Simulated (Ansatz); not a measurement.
Base system: ZrSe2 in the CdI2 type structure (space group P-3m1, No. 164; layered, stacked along the Cartesian z axis; relaxed with 0.1 eV smearing).

```
CELL_PARAMETERS angstrom
      3.65993     0.00000     0.00000
     -1.82997     3.16959     0.00000
      0.00000     0.00000     5.84130
ATOMIC_POSITIONS crystal
  Zr 0.00000 0.00000 0.00000
  Se 0.33333 0.66667 0.27535
  Se 0.66667 0.33333 0.72465
```

Cartesian axes are those of the cell as printed.

The values are results of Kohn–Sham DFT with the PBEsol-D3(BJ) functional, run in Ansatz (a quantum-chemistry and plane-wave program) with PAW and 420 eV plane waves, spin-orbit coupling left out, not measurements.

It is then changed as follows: the cell is stretched by 5.77 % along x with no lateral relaxation; the atoms relax in the strained cell.

Problem. What does the calculation give for the stress, largest internal atomic displacement and energy relative to the base after the change?

Solution. The stress (xx, yy, zz, yz, xz, xy; compression positive) is (-5.9, -1.3, -0.8, 0.3, 0.0, 0.0) GPa; the largest internal atomic displacement comes out as 0.055 Å; the energy goes up by 25 meV/atom.

Stability against distortions was not tested. The final runs are not spin-polarised.
